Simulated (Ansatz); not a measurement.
Defect migration in bcc W: Nb-vacancy pair (Nb on one host W site, one W site vacant), neutral cell. The step: Nb and the vacancy change places (Nb-vacancy distance between ideal sites 2.76 Å throughout); the atom moves 2.56 Å along (0.47, 0.47, 0.46) of the unit cell; the moving atom starts with neighbours 2 W at 2.74, W at 2.77, 3 W at 2.79, W at 2.85, W at 3.12, 2 W at 3.14, 2 W at 3.23, W at 3.25 Å and ends with 2 W at 2.74, W at 2.77, 3 W at 2.79, W at 2.85, W at 3.12, 2 W at 3.14, 2 W at 3.23, W at 3.25 Å. A PBE band in Ansatz (plane-wave PAW, a 2×2×3 k-point mesh shifted by half a step, 36 host sites, 42 SCF runs with any check of the saddle's order, static, no finite-size correction) gives a forward barrier of 1.11 eV. The saddle point's order was not checked, and it lies on a symmetry element of the cell, where a band can be held. Forms of the defect that were not tried may lie lower.

Single points at the band's start and saddle point can refine it. Rough cost of one point, in units of the band's mean SCF on the same machine:

```csv
Level,Cost of one point
"PBE, a 3×3×5 k-point mesh shifted by half a step",about 3
"r2SCAN at 500 eV, a 2×2×3 k-point mesh shifted by half a step",about 2
```

Q: Which of these move the barrier by more than 0.1 eV, and how far does each move it?

A: Not one does. PBE, a 3×3×5 k-point mesh shifted by half a step: +0.04 eV; r2SCAN at 500 eV, a 2×2×3 k-point mesh shifted by half a step: +0.06 eV. Each functional is compared with PBE at the same k-points.

Ansatz is a first-principles code.
